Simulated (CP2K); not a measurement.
CP2K run on Rb (Im-3m, 1 atom in the cell): self-consistent single point.

Level of theory: PBE, GPW, TZVP-MOLOPT-SR-GTH basis, GTH-PBE potentials (GTH_POTENTIALS) in CP2K.

The change in words: lattice scaled by 0.98. Reference geometry:
```xyz
1
Lattice="4.8930 0.0000 0.0000 -1.6310 4.6132 0.0000 -1.6310 -2.3066 3.9952" Properties=species:S:1:pos:R:3 pbc="T T T"
Rb     0.0000     0.0000     0.0000
```

Reference input (self-consistent single point, DFT PBE, GPW, TZVP-MOLOPT-SR-GTH basis, GTH-PBE potentials (GTH_POTENTIALS)): CUTOFF = 500 Ry; REL_CUTOFF = 50 Ry; SMEAR/METHOD = FERMI_DIRAC; ELECTRONIC_TEMPERATURE = 580.23 K; KPOINTS/SCHEME = MONKHORST-PACK 11 11 11; XC_FUNCTIONAL = PBE; Rb/BASIS_SET = TZVP-MOLOPT-SR-GTH-q9; Rb/POTENTIAL = GTH-PBE-q9; METHOD = GPW; EPS_DEFAULT = 1e-10; NGRIDS = 5; SCF_GUESS = ATOMIC. This run's input differs from it in these lines:

```diff
@@ -63,5 +63,5 @@
     &CELL
-      A 4.89304400 0.00000000 0.00000000
-      B -1.63101500 4.61320600 0.00000000
-      C -1.63101500 -2.30660300 3.99515300
+      A 4.79518300 0.00000000 0.00000000
+      B -1.59839400 4.52094200 0.00000000
+      C -1.59839400 -2.26047100 3.91525000
       PERIODIC XYZ
```

Output (repeated stretches shortened):

```
 SCF WAVEFUNCTION OPTIMIZATION

  Step     Update method      Time    Convergence         Total energy    Change
     1 NoMix/Diag. 0.30E+00      -     0.88636802       -24.1284672908 -2.41E+01
     2 Broy./Diag. 0.30E+00      -     0.00169154       -24.0804875596  4.80E-02
     3 Broy./Diag. 0.30E+00      -     0.00672547       -24.1122573723 -3.18E-02
     4 Broy./Diag. 0.30E+00      -     0.00168207       -24.1128000758 -5.43E-04
     5 Broy./Diag. 0.30E+00      -     0.00042120       -24.1040710780  8.73E-03
     6 Broy./Diag. 0.30E+00      -     0.00013066       -24.1020319068  2.04E-03
     7 Broy./Diag. 0.30E+00      -     0.00001032       -24.1018995359  1.32E-04
     8 Broy./Diag. 0.30E+00      -     0.00002109       -24.1019271149 -2.76E-05
     9 Broy./Diag. 0.30E+00      -     0.00000106       -24.1019318696 -4.75E-06
    10 Broy./Diag. 0.30E+00      -     0.00000133       -24.1019287031  3.17E-06
    11 Broy./Diag. 0.30E+00      -     0.00000012       -24.1019297305 -1.03E-06
  *** SCF run converged in    11 steps ***

  Overlap energy of the core charge distribution:               0.00000000000000
  Self energy of the core charge distribution:                -46.63199619119211
  Core Hamiltonian energy:                                     10.31558137800425
  Hartree energy:                                              15.92226960227834
  Exchange-correlation energy:                                 -3.70756904180481
  Electronic entropic energy:                                  -0.00021547777207
  Fermi energy:                                                 0.06426476269917

  Total energy:                                               -24.10192973048697
  Total energy (extrapolated to T->0):                        -24.10182199160093

   [... lines left out ...]

 STRESS| Analytical stress tensor [bar]
 STRESS|                        x                   y                   z
 STRESS|      x        2.64739066945E+03  -2.01146657972E-02  -9.24312616762E-03
 STRESS|      y       -2.01146657972E-02   2.64733205454E+03  -1.22313481219E-02
 STRESS|      z       -9.24312616762E-03  -1.22313481219E-02   2.64723011732E+03
 STRESS| 1/3 Trace                                             2.64731761377E+03
```

The run converged in 11 iterations. Against the reference run the free energy rises by 5.3 meV/atom and the pressure goes from 0.07 to 0.26 GPa.

The starting cell has typed, rounded lattice constants, without a prior relaxation at this level. For this run, on top of that: lattice scaled by 0.98. Values carry the incompleteness of an atom-centred basis.

Cost on one core of a shared machine: roughly 30 s.
